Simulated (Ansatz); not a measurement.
# PBE against r2SCAN: KTaO3

The parent structure is KTaO3 in the cubic perovskite structure (space group Pm-3m, No. 221; a = 4.023 Å).

(Cell as relaxed with PBE.)

Levels (all Ansatz, a program for electronic structure, PAW, earlier PAW set): PBE (420 eV, scalar-relativistic without spin-orbit coupling); r2SCAN (500 eV, no spin-orbit coupling).

Each level relaxes its own structure.

```
quantity                         PBE           r2SCAN
-------------------  ---------------  ---------------
volume per atom             13.02 Å³         12.70 Å³
lattice parameter a          4.023 Å          3.989 Å
band gap                     2.17 eV          2.64 eV
gap character        indirect, R → Γ  indirect, R → Γ
```

PBE's volume per atom lies 0.326 Å³ above r2SCAN's (2.6 %); PBE's lattice parameter a lies 0.034 Å above r2SCAN's (0.8 %); PBE's band gap lies 0.47 eV below r2SCAN's; the two agree on the gap character. Neither level is exact; r2SCAN is the comparison here, not a measurement.

With Ta present, leaving out spin-orbit coupling can change the band edges. Whether these cells are dynamically stable was not tested.
